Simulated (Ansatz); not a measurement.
Output of an Ansatz run (abridged):

```
WARN ansatz: RAYON_NUM_THREADS=1 ignored (pool sized by the plan → 1); use --threads N
basis.fft_grid_basis auto: the FFT boxes are laid along the combinations [[1, 0, -1], [0, 1, -1], [0, 0, 1]] of the cell's own vectors, 4.471, 4.471 and 14.733 …
Pseudopotentials: kind: paw
Pseudopotential: Bi, paw, valence charge 15
Pseudopotential: Te, paw, valence charge 16
Crystal: 7 atoms, lattice volume = 251.118 Å³
Basis set: ecut = 420 eV, 4945 PW (Γ), FFT grids on a1−a3, a2−a3, a3
Bands: 65, of which v1, the nominal top of the filled ones, is band 54 counted from 1 (53 counted from 0)
Symmetry: 12 space group operations
Space group: R-3m (ITA 166), of the structure as read, at distance tolerance 6.3e-5 Å
k-points: 32 of 216
PAW frozen core: Bi, regenerated for the run's functional, and the local potential with it
PAW frozen core: Te, regenerated for the run's functional, and the local potential with it
Initial density: superposition of atomic densities (neutral atoms: chi_scale 0, normalization atom), corrected by the library's trained network
Initial wavefunctions: pseudopotential atomic-orbital guess
Eigensolver: davidson
Functional: x = slater, c = lda
SCF iter   1: F=—  HF=-68825.965825 eV  |F-HF|=—  |Δ(HF+E_count)|=         —  Δρ=3.96e-3  dr2=4.71e-2  ethr=1.77e-3  ⟨swp⟩=9.2  Hψ=9135  notcnv=0
all-band conjugate gradients solve this SCF's bands
preconditioner: auto → Resta (q_TF=auto, 2.370 Å⁻¹)
SCF iter   2: F=—  HF=-68825.952430 eV  |F-HF|=—  |Δ(HF+E_count)|=   1.34e-2  S|Δr|=    0.00e0  Δρ=2.03e-3  dr2=9.04e-3  ethr=4.36e-5  ⟨swp⟩=1.9  Hψ=2763  notcnv=0
SCF iter   3: F=—  HF=-68825.951428 eV  |F-HF|=—  |Δ(HF+E_count)|=   1.00e-3  S|Δr|=    0.00e0  Δρ=7.44e-4  dr2=1.07e-2  ethr=8.37e-6  ⟨swp⟩=2.5  Hψ=3312  notcnv=0
SCF iter   4: F=—  HF=-68825.950566 eV  |F-HF|=—  |Δ(HF+E_count)|=   8.62e-4  S|Δr|=    0.00e0  Δρ=3.18e-4  dr2=4.92e-4  ethr=8.37e-6  ⟨swp⟩=1.9  Hψ=2171  notcnv=0
SCF iter   5: F=—  HF=-68825.950507 eV  |F-HF|=—  |Δ(HF+E_count)|=   5.85e-5  S|Δr|=    0.00e0  Δρ=7.77e-5  dr2=1.61e-5  ethr=4.56e-7  ⟨swp⟩=2.1  Hψ=2450  notcnv=0
SCF iter   6: F=—  HF=-68825.950565 eV  |F-HF|=—  |Δ(HF+E_count)|=   5.72e-5  S|Δr|=    0.00e0  Δρ=2.19e-5  dr2=1.33e-6  ethr=1.49e-8  ⟨swp⟩=2.3  Hψ=3131  notcnv=0
SCF iter   7: F=—  HF=-68825.950565 eV  |F-HF|=—  |Δ(HF+E_count)|=   2.28e-7  S|Δr|=    0.00e0  Δρ=6.40e-6  dr2=1.65e-7  ethr=1.23e-9  ⟨swp⟩=2.9  Hψ=3644  notcnv=0
SCF iter   8: F=-68825.950565 eV  HF=-68825.950565 eV  |F-HF|=6.45e-9  |Δ(HF+E_count)|=   1.25e-8  S|Δr|=    0.00e0  Δρ=1.57e-6  dr2=1.57e-8  ethr=9.26e-11  ⟨swp⟩=11.3  Hψ=10040  notcnv=0
SCF 1 converged in 8 iterations: F = -68825.950565 eV  dr2 = 1.57e-8
SCF converged after 8 iterations
Stability not checked (fill_not_monotonic)
Free energy (F): -68825.950565 eV
Harris-Foulkes:  -68825.950565 eV  (|F-HF|=6.45e-9)
Internal energy: -68825.952324 eV  (E = F + TS)
E sigma→0 (E₀):  -68825.951151 eV
Entropy (-TS):   0.001759 eV (0.251 meV/atom)
Fermi energy:    8.633172 eV
Step filling:    the computed levels leave a gap of 0.2096 eV = 1.5 smearing widths
--- Per-component energies (eV) ---
  E_band       = -1302.954574
  E_kinetic    = 1753.669059
  E_local      = -10536.241606  (includes V_loc(G=0)·N_el)
  E_nonlocal   = 1341.752948
  E_hartree    = 4666.734698
  E_xc         = -972.649067
  E_vxc        = -891.766882  (∫ρ·V_xc dr)
  E_paw        = -54940.840418  (= ΣΔE_a)
  E_vpaw       = -2303.835811  (= ΣTr[D̂ρ^β])
  E_aug_tail   = -0.002737  (compensation charges beyond the density's cutoff)
  E_ewald      = -10140.391646
  E_core_change = 2.016444  (= ΣΔE_core)
  E_smearing   = 0.001759  (= −TS)
  E_closure    = -0.000000  (closes the sum)
  Σ components = -68825.950565   (vs F -68825.950565, Δ=0.00e0)
--- Forces (eV/Å), atoms counted from 1 ---
  atom   1  Bi     0.00000000    -0.00000000     0.02298657
  atom   2  Bi    -0.00000000     0.00000000    -0.02298657
  atom   3  Bi    -0.00000000    -0.00000000     0.04135194
  atom   4  Bi     0.00000000     0.00000000    -0.04135194
  atom   5  Te     0.00000000     0.00000000    -0.00000000
  atom   6  Te    -0.00000000    -0.00000000     0.01742772
  atom   7  Te     0.00000000     0.00000000    -0.01742772
  max |Σ_I F_I| component: 1.04e-17 eV/Å
--- Stress (GPa, compression-positive) ---
       -2.590556       0.000000       0.000000
        0.000000      -2.590556       0.000000
        0.000000       0.000000      -3.018002
  P = ⅓ Tr σ = -2.7330 GPa (-27.330 kbar)
  The stress holds the Pulay correction. Without it, at fixed plane waves, as pw.x and ABINIT print it: P = -2.7603 GPa
--- Band table (eV; the first three rows and the last of 32) ---
  k-point 0: bands = ["-28.2632", "-28.2632", "-28.2632", "-28.2632", "-28.2580", "-28.2580", "-28.2580", "-28.2580", "-28.2555", "-28.2555", "-28.0617", "-28.0573", "-28.0573", "-28.0313", "-28.0313", "-14.7189", "-14.7189", "-14.7173", "-14.7173", [...]
  k-point 1: bands = ["-28.2632", "-28.2632", "-28.2630", "-28.2630", "-28.2581", "-28.2581", "-28.2580", "-28.2580", "-28.2554", "-28.2554", "-28.0616", "-28.0574", "-28.0574", "-28.0313", "-28.0311", "-14.7207", "-14.7189", "-14.7166", "-14.7150", [...]
  k-point 2: bands = ["-28.2632", "-28.2632", "-28.2627", "-28.2627", "-28.2582", "-28.2582", "-28.2579", "-28.2579", "-28.2552", "-28.2552", "-28.0614", "-28.0576", "-28.0574", "-28.0312", "-28.0306", "-14.7249", "-14.7227", "-14.7128", "-14.7111", [...]
  k-point 31: bands = ["-28.2632", "-28.2632", "-28.2632", "-28.2632", "-28.2580", "-28.2580", "-28.2580", "-28.2580", "-28.2555", "-28.2555", "-28.0617", "-28.0573", "-28.0573", "-28.0313", "-28.0313", "-14.7189", "-14.7189", "-14.7173", [...]
```

The structure:

```xyz
7
Lattice="2.2355 1.2907 14.5055 -2.2355 1.2907 14.5055 0.0000 -2.5813 14.5055" Properties=species:S:1:pos:R:3 pbc="T T T"
Bi     0.0000     0.0000    12.4858
Bi     0.0000     0.0000    31.0309
Bi     0.0000     0.0000     6.4313
Bi     0.0000     0.0000    37.0853
Te     0.0000     0.0000     0.0000
Te     0.0000     0.0000    25.2990
Te     0.0000     0.0000    18.2177
```

**Question.** What input produced this log?

**Answer.** Other spellings and defaults could give the same log, and not every line can be read from it. The input that was run (DFT, LDA (PW92), plane waves, default PAW files made with PBE):

Ansatz 0.2 input:
```yaml
crystal:
  lattice:
    - [2.235510, 1.290672, 14.505550]
    - [-2.235510, 1.290672, 14.505550]
    - [0.000000, -2.581345, 14.505550]
  atoms:
    - { symbol: Bi, position: [0.286920, 0.286920, 0.286920] }
    - { symbol: Bi, position: [0.713080, 0.713080, 0.713080] }
    - { symbol: Bi, position: [0.147790, 0.147790, 0.147790] }
    - { symbol: Bi, position: [0.852210, 0.852210, 0.852210] }
    - { symbol: Te, position: [0.000000, 0.000000, 0.000000] }
    - { symbol: Te, position: [0.581363, 0.581363, 0.581363] }
    - { symbol: Te, position: [0.418637, 0.418637, 0.418637] }
basis:
  ecutwfc: 420.0
kpoints:
  mp_grid: { grid: [6, 6, 6] }
hamiltonian:
  xc: lda
  pseudopotentials: { kind: paw }
scf:
  occupations: { method: cold, width: 0.136 }
output:
  forces: true
  eigenvalues: true
  stress: true
```

The starting cell comes from a database of computed structures (which also holds hypothetical and non-ambient phases and stackings), without a prior relaxation at this level. Spin-orbit coupling is off. Ansatz's pressure includes its estimate of the finite-basis (Pulay) stress. A gap is left out here, as mesh or smearing make it unsure.

Ansatz is a program for electronic structure.
